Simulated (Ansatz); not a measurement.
System: LiF (model structure, started from the CsCl type, Pm-3m, No. 221, 2 atoms in the cell). Method: r²SCAN+rVV10 (Ansatz, an electronic-structure program, PAW).

Numerical settings: plane-wave cutoff 560 eV, 14×14×14 k mesh, Fermi–Dirac smearing 0.01 eV, scalar-relativistic PAW data made under PBE.

Cell (relaxed at this level):

LiF has the cubic space group Pm-3m (No. 221), the CsCl type structure, Pearson symbol cP2. Lattice parameters: a = b = c = 2.5066 Å, α = β = γ = 90.00°. Li on 1a is surrounded by 8 F at 2.171 Å (cubic). F on 1b is surrounded by 8 Li at 2.171 Å (cubic). (Neighbours: up to the widest gap in distance over summed covalent radii, below 1.35, at either atom; cation-cation and far metal-metal contacts left out.)

### Question
Give the computed band gap.

### Answer

* **band gap**: 8.95 eV (on the SCF k mesh)

Note: the relaxation could raise the start's symmetry but not lower it, so the cell can be a saddle point.

The computed numbers hold no vibrational or temperature effects.

Computing time: about 15 core-seconds (a rough figure).

A model structure was made by putting elements into a prototype or built by hand; it is no filed structure, need not be a known phase, and can be a saddle point held by its symmetry.
